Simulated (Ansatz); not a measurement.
Layers are cut from database crystals; whether they can be made is not shown.

```
Quantity                                                                                                             Value
-------------------------------------------------  -----------------------------------------------------------------------
Surface                                            single layer of CuSbS$_{2}$ (symmetry Pmc2_1 as a slab, 8 atoms a cell)
Vacuum level minus Kohn-Sham valence edge                                                                          4.19 eV
Vacuum level minus Kohn-Sham conduction edge                                                                       3.80 eV
Gap of the slab on its mesh                                                                                        0.39 eV
Apparent barrier, filled states, bias minus 0.6 V                                                    5.3 eV (κ = 1.18 1/Å)
Apparent barrier, filled states, bias minus 1.2 V                                                    5.6 eV (κ = 1.21 1/Å)
Apparent barrier, empty states, bias plus 0.6 V                                                      3.8 eV (κ = 1.00 1/Å)
Apparent barrier, empty states, bias plus 1.2 V                                                      3.8 eV (κ = 1.00 1/Å)
```

Calculation: PBE, Tersoff-Hamann images (plane waves, PAW; Ansatz, a program for electronic structure).

The apparent barrier is ħ²κ²/2m, with κ from the fall of the mean window density between 3.5 and 5 Å; states of large in-plane momentum fall faster than their energy alone says. Mesh 10×14×1, no spin-orbit coupling, no spin polarisation; biases count from the run's Fermi level.
